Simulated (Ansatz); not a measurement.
The starting structures come from a database of crystals and need not be the phases stable at ambient conditions.

Input:

```xyz
18
Lattice="4.8743 0.0000 0.0000 0.0000 10.9027 0.0000 2.4371 0.0000 4.2213" Properties=species:S:1:pos:R:3 pbc="T T T"
Sr     0.0000     8.1770     0.0000
Sr     0.0000     2.7257     0.0000
As     4.8743     0.0000     2.8142
As     2.4371     0.0000     1.4071
As     2.4371     5.4514     1.4071
As     4.8743     5.4514     2.8142
O      3.3712     9.8638     2.6034
O      3.9402     1.0389     1.6179
O      1.8682     4.4124     0.0000
O      3.0061     6.4903     0.0000
O      0.9341     9.8638     1.6179
O      1.5031     1.0389     2.6034
O      3.9402     4.4124     1.6179
O      3.3712     6.4903     2.6034
O      3.0061     9.8638     0.0000
O      1.8682     1.0389     0.0000
O      1.5031     4.4124     2.6034
O      0.9341     6.4903     1.6179
```

Space group of this cell: P6_3/mcm. The cell is taken as given.

Transport runs along the normal of the first two printed cell vectors, the (100) plane of the conventional cell.

No gap correction and no spin-orbit coupling; mid-gap values are interpolated between computed energies.

### Question
Give the band gap and the smallest decay constant κ at mid-gap that Ansatz (a program for electronic structure) with r2SCAN yields.

### Answer
Gap 4.37 eV on a 8×4×8 mesh; κ = 0.335 1/Å, at the zone centre.
